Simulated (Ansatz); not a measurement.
Defect migration in zinc-blende AlAs: interstitial Al, charge state +3. Method: PBE, PAW (plane waves to 420 eV; Ansatz, an electronic-structure program).

64-site cell at the relaxed PBE lattice, one k-point at (0.250, 0.250, 0.250), smearing 0.01 eV, spin-restricted, no finite-size correction. No zero-point or tunnelling terms. The charge state is imposed; whether it is stable for some Fermi level was not computed. Sites that were not tried may lie lower.

Barriers: single points on a 2×2×2 k-point mesh shifted by half a step at the bands' geometries.

Relaxed starting cell (atoms counted from 1):

```
CELL_PARAMETERS angstrom
     11.45723     0.00000     0.00000
      0.00000    11.45723     0.00000
      0.00000     0.00000    11.45723
ATOMIC_POSITIONS crystal
  Al 0.99177 0.99169 0.00689
  Al 0.99831 0.99842 0.49820
  Al 0.99917 0.50091 0.00063
  Al 0.99176 0.50719 0.49135
  Al 0.50076 0.99932 0.00066
  Al 0.50737 0.99157 0.49134
  Al 0.50902 0.50892 0.00865
  Al 0.50081 0.50086 0.49909
  As 0.12238 0.12251 0.37299
  As 0.12481 0.12499 0.87483
  As 0.12593 0.62535 0.37395
  As 0.12327 0.62643 0.87670
  As 0.62527 0.12600 0.37398
  As 0.62633 0.12341 0.87674
  As 0.62490 0.62504 0.37469
  As 0.62603 0.62608 0.87323
  Al 0.99998 0.24970 0.24914
  Al 0.98821 0.24957 0.74931
  Al 0.99906 0.74989 0.24959
  Al 0.99999 0.74940 0.74941
  Al 0.49986 0.25023 0.25008
  Al 0.51158 0.25019 0.75000
  Al 0.50131 0.75033 0.25007
  Al 0.49987 0.75034 0.75000
  As 0.12329 0.37692 0.12612
  As 0.12483 0.37508 0.62467
  As 0.12595 0.87421 0.12504
  As 0.12246 0.87321 0.62226
  As 0.62602 0.37345 0.12582
  As 0.62634 0.37690 0.62316
  As 0.62492 0.87491 0.12477
  As 0.62530 0.87419 0.62572
  Al 0.24958 0.00012 0.24920
  Al 0.24941 0.98814 0.74930
  Al 0.25012 0.49994 0.25002
  Al 0.25007 0.51156 0.74999
  Al 0.74979 0.99912 0.24957
  Al 0.74935 0.00013 0.74951
  Al 0.75024 0.50144 0.25016
  Al 0.75028 0.49993 0.74997
  As 0.37682 0.12341 0.12618
  As 0.37520 0.12475 0.62471
  As 0.37348 0.62593 0.12574
  As 0.37686 0.62638 0.62323
  As 0.87423 0.12586 0.12502
  As 0.87315 0.12251 0.62236
  As 0.87483 0.62503 0.12485
  As 0.87426 0.62518 0.62566
  Al 0.25011 0.25022 0.01131
  Al 0.24948 0.24947 0.48785
  Al 0.25020 0.75024 0.99970
  Al 0.24969 0.74941 0.49992
  Al 0.75032 0.25016 0.99973
  Al 0.74941 0.24965 0.49993
  Al 0.75030 0.75038 0.00121
  Al 0.74984 0.74976 0.49890
  As 0.37660 0.37670 0.37363
  As 0.37584 0.37594 0.87570
  As 0.37250 0.87401 0.37378
  As 0.37659 0.87387 0.87648
  As 0.87393 0.37257 0.37376
  As 0.87376 0.37672 0.87648
  As 0.87407 0.87416 0.37392
  As 0.87393 0.87399 0.87233
  Al 0.25054 0.25019 0.74980
```
Cell charge +3.

End state 1 differs by these moves (Å; atoms that move under 0.08 Å are left out):

```tsv
atom	element	Δx	Δy	Δz
1	Al	0.08	0.09	-0.08
4	Al	0.10	-0.06	0.07
6	Al	-0.06	0.10	0.07
7	Al	-0.07	-0.07	-0.10
8	Al	0.11	0.11	-0.11
9	As	-0.08	-0.08	-0.09
12	As	-0.06	0.06	0.06
14	As	0.06	-0.06	0.06
15	As	0.08	0.08	-0.06
18	Al	0.14	-0.03	0.03
22	Al	-0.01	-0.13	0.13
30	As	-0.08	-0.02	0.03
34	Al	-0.03	0.14	0.03
36	Al	-0.13	-0.01	0.13
44	As	-0.02	-0.08	0.03
49	Al	-0.03	-0.03	-0.14
50	Al	-0.15	-0.15	-0.01
57	As	-0.03	-0.03	0.07
65	Al	1.40	1.41	-1.44
```

### Question
Estimate the forward and backward barriers to end state 1 that PBE, PAW returns for this input.

### Answer
forward 1.00 eV, backward 0.33 eV; at the saddle point atom 65 has neighbours 2 Al at 2.66, Al at 2.68; 2 As at 2.45, As at 2.46 Å. The program found a first-order saddle point.
